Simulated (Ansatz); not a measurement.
## TiO2: response to strain

Base system: TiO2 in the anatase structure (space group I4_1/amd, No. 141).

```yaml
crystal:
  lattice:
    - [-1.86967, 1.86967, 4.72754]
    - [1.86967, -1.86967, 4.72754]
    - [1.86967, 1.86967, -4.72754]
  atoms:
    - { symbol: Ti, position: [0.75000, 0.25000, 0.50000] }
    - { symbol: Ti, position: [0.00000, 0.00000, 0.00000] }
    - { symbol: O, position: [0.54202, 0.04202, 0.50000] }
    - { symbol: O, position: [0.79202, 0.79202, 0.00000] }
    - { symbol: O, position: [0.20798, 0.20798, 0.00000] }
    - { symbol: O, position: [0.95798, 0.45798, 0.50000] }
```

Cartesian axes are those of the cell as printed.

Strains are applied to the cell and any free atomic positions relax; under biaxial strain the out-of-plane vector relaxes too.

The values are results of plane-wave PAW DFT at the LDA level (Ansatz, a quantum-chemistry and plane-wave program, 420 eV), no SOC, not measurements.

| biaxial strain, plane normal [001], relaxed out of plane (%) | out-of-plane strain (%) |
|---|---|
| 0 | 0.00 |
| 0.6 | -0.92 |
| 1.2 | -1.78 |
| 1.8 | -2.59 |
| 2.4 | ? |
| 3 | -4.01 |

Task: Fit ε⊥ = −νε + γε² (strains in %) to the rows shown and predict the withheld row.

Result: Least squares on the printed values gives ν = 1.59 (the biaxial Poisson response) and γ = 0.083 (largest residual 0.00 %); this predicts -3.33 %, and the run gives -3.33 %, in agreement.

Stability against distortions was not tested. All final runs are without spin polarisation.
